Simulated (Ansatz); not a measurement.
Task: Name crystals whose resistivity at 300 K lies between 6.2 and 9.6 μΩ·cm and whose mean free path at 300 K lies between 11.2 and 17.5 nm, by PBEsol, DFPT electron-phonon coupling, linearised Boltzmann equation run with Ansatz (an electronic-structure program).

Result: Many crystals can fit; among those computed here:
- IrO₂ (P4_2/mnm): 8.4 μΩ·cm, 16.3 nm
- SnAs (Fm-3m): 7.8 μΩ·cm, 12.4 nm
- AuIn2 (Fm-3m): 7.9 μΩ·cm, 15.5 nm
- PtSn (P6_3/mmc): 8.9 μΩ·cm, 14.1 nm
- TaRh₃ (Pm-3m): 8.1 μΩ·cm, 14.0 nm

Metals; harmonic phonons alone scatter; means over directions. The mean free path is weighted by the current that each state carries. Halving the electron mesh moves these values by up to 10 %; q meshes are mostly untested. Some of the runs warned that the eigensolver left states short of its tolerance. Spin-orbit coupling is left out.

Formula and space group known from diffraction (Crystallography Open Database), not checked to be the room-temperature form: AuIn2 (Fm-3m), PtSn (P6_3/mmc), SnAs (Fm-3m), TaRh3 (Pm-3m). The missing spin-orbit coupling matters most for AuIn2 (Fm-3m), IrO2 (P4_2/mnm), PtSn (P6_3/mmc), TaRh3 (Pm-3m).
